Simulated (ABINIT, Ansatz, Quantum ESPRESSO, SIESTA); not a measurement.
# One structure in several programs: ScTc3 (Fm-3m, 4 atoms in the cell)

Self-consistent single point, at a second geometry (lattice scaled by 0.98). First geometry:

```
ScTc3
1.0
    0.00000     3.12398     3.12398
    3.12398     0.00000     3.12398
    3.12398     3.12398     0.00000
Sc Tc
1 3
Direct
  0.00000   0.00000   0.00000
  0.25000   0.25000   0.25000
  0.75000   0.75000   0.75000
  0.50000   0.50000   0.50000
```

Shared settings, as Ansatz (a program for electronic structure) writes them: kpoints.mp_grid.grid = 7 7 7; scf.occupations.method = gaussian; scf.occupations.width = 0.1 eV. Potentials and cutoffs stand in the table.

```csv
code,model,ΔF from the first geometry (meV/atom),pressure (GPa),cutoff
ABINIT,"PBEsol, norm-conserving pseudopotentials (PseudoDojo nc-sr-04 PBEsol standard)",10.3,9.64,84 Ry
SIESTA,"GGA PBEsol, numerical atomic orbitals DZP, PseudoDojo PBEsol standard norm-conserving potentials (rewritten from UPF to PSML)",-2.7,8.09,grid 350 Ry
Quantum ESPRESSO,"PBEsol, PseudoDojo standard norm-conserving (PBESOL) pseudopotentials",10.3,9.65,85 Ry
Ansatz,"PBEsol, PAW files",9.3,9.47,default
```

On Ansatz's run: spin polarisation is off.

The spread over the programs that give each value: ΔF from the first geometry within 13.0 meV/atom; pressure within 1.56 GPa.

SIESTA uses small atom-centred bases, whose incompleteness enters pressures, forces and empty levels differently from a plane-wave cutoff. Ansatz's pressure is given at a fixed set of plane waves, as the other plane-wave codes print theirs. In the pressure, SIESTA (by 1.56) lies more than 1 GPa from the median of the plane-wave programs.

The starting cell comes from a database of computed structures (which also holds hypothetical and non-ambient phases and stackings), without a prior relaxation at this level. For this run, on top of that: lattice scaled by 0.98.

Left out of this page: Elk and FLEUR (not drawn, or without a comparable value).

Keys are those of Ansatz 0.2.
